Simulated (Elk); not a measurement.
Input and output of a self-consistent single point for RbSr3 (I4/mmm, 4 atoms in the cell) (Elk).

Method: PBEsol, all-electron FP-LAPW, Elk's shipped species files, default APW+lo basis in Elk.

The change in words: lattice scaled by 0.98. Reference geometry:
```
CELL_PARAMETERS angstrom
     -3.09065     3.09065     6.37601
      3.09065    -3.09065     6.37601
      3.09065     3.09065    -6.37601
ATOMIC_POSITIONS crystal
  Rb 0.00000 0.00000 0.00000
  Sr 0.75000 0.25000 0.50000
  Sr 0.25000 0.75000 0.50000
  Sr 0.50000 0.50000 0.00000
```

Reference input (self-consistent single point, DFT, PBEsol, all-electron FP-LAPW, Elk's shipped species files, default APW+lo basis): xctype = 22; swidth = 0.00367493 Ha; ngridk = 5 5 5; maxscl = 100. This run's input differs from it in these lines:

```diff
@@ -13,8 +13,8 @@
 scale
-  14.60816655
+  14.31600337
 
 avec
-   -0.3998093825    0.3998093825    0.8248059865
-    0.3998093825   -0.3998093825    0.8248059865
-    0.3998093825    0.3998093825   -0.8248059865
+   -0.3998093782    0.3998093782    0.8248059907
+    0.3998093782   -0.3998093782    0.8248059907
+    0.3998093782    0.3998093782   -0.8248059907
```

Output, abridged:

```
│ Self-consistent loop started │
│ Loop number : 1 │
 total energy                :     -12518.4621383
│ Loop number : 2 │
 total energy                :     -12518.4312754
RMS change in Kohn-Sham potential (target) :   0.9698539638E-01 (  0.1000000000E-05)
Absolute change in total energy (target)   :   0.3086289968E-01 (  0.1000000000E-03)
│ Loop number : 3 │
 total energy                :     -12517.5682510
RMS change in Kohn-Sham potential (target) :   0.7864916741E-01 (  0.1000000000E-05)
Absolute change in total energy (target)   :   0.8707401042     (  0.1000000000E-03)
│ Loop number : 4 │
   [... lines left out ...]
Absolute change in total energy (target)   :   0.4852980346E-03 (  0.1000000000E-03)
│ Loop number : 13 │
 total energy                :     -12513.5689419
RMS change in Kohn-Sham potential (target) :   0.3278654345E-07 (  0.1000000000E-05)
Absolute change in total energy (target)   :   0.1249339766E-03 (  0.1000000000E-03)
│ Loop number : 14 │
 total energy                :     -12513.5689430
RMS change in Kohn-Sham potential (target) :   0.1879118718E-07 (  0.1000000000E-05)
Absolute change in total energy (target)   :   0.3012374327E-04 (  0.1000000000E-03)
Convergence targets achieved

│ Loop number : 15 │

Energies :
 Fermi                       :     0.104712209050
 total energy                :     -12513.5689433

Density of states at Fermi energy :    119.6519459
 (states/Hartree/unit cell)

Estimated indirect band gap :   0.2180756144E-02
 from k-point     15 to k-point     16
Estimated direct band gap   :   0.3941755714E-02
 at k-point     16

Charges :
 core                        :    112.0000000
 valence                     :    39.00000000
 interstitial                :    7.911468695
 muffin-tins (core leakage)
  species :    1 (Rb)
   atom    1                 :    35.39877309     (  0.9353186313E-04)
  species :    2 (Sr)
   atom    1                 :    35.89679855     (  0.2881591518E-04)
   atom    2                 :    35.89679855     (  0.2881591518E-04)
   atom    3                 :    35.89616112     (  0.2881466774E-04)
 total in muffin-tins        :    143.0885313
 total calculated charge     :    151.0136734
 total charge                :    151.0000000
 error                       :   0.1367343632E-01

│ Self-consistent loop stopped │
```

The run converged in 15 iterations. The count includes the last loop, which Elk runs after its targets are met. Against the reference run the free energy goes down by 7.7 meV/atom.

The starting cell comes from a database of computed structures (which also holds hypothetical and non-ambient phases and stackings), without a prior relaxation at this level. For this run, on top of that: lattice scaled by 0.98. Values depend on the basis (sphere radii, cutoffs, local orbitals), which need not be converged. The log's line on a gap gives a spacing of levels on this mesh, which the program prints for metals too.
